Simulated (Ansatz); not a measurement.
Start from NaI in the zinc blende structure (space group F-43m, No. 216; a hypothetical phase, not in the database extracts checked).

```xyz
2
Lattice="0.0000 3.5440 3.5440 3.5440 0.0000 3.5440 3.5440 3.5440 0.0000" Properties=species:S:1:pos:R:3 pbc="T T T"
I      5.3160     5.3160     5.3160
Na     0.0000     0.0000     0.0000
```

Cartesian axes are those of the cell as printed.

The values are results of r2SCAN, PAW, 500 eV (Ansatz, an electronic-structure program; without spin-orbit coupling), not measurements.

Strains are applied to the cell and any free atomic positions relax.

One change was made to it. Results:

```tsv
quantity	base	after
gap character	direct at Γ	direct at Γ
energy relative to the base (free energy F)	0 meV/atom	+0.3 meV/atom
```

Task: Which of these changes matches the shifts?
A) isotropic strain −1.35 %
B) strain tensor (xx, yy, zz, yz, xz, xy) = (−0.89, +0.58, +0.04, +1.20, +0.10, −0.02) %
C) isotropic strain −2.22 %

Result: B, strain tensor (xx, yy, zz, yz, xz, xy) = (−0.89, +0.58, +0.04, +1.20, +0.10, −0.02) %. For comparison, the energy relative to the base in the other runs: isotropic strain −2.22 % gives +7.8 meV/atom; isotropic strain −1.35 % gives +2.8 meV/atom.

With I present, leaving out spin-orbit coupling can change the band edges. Whether these cells are dynamically stable was not tested. Labels are those of the standard path for the cell's own space group.
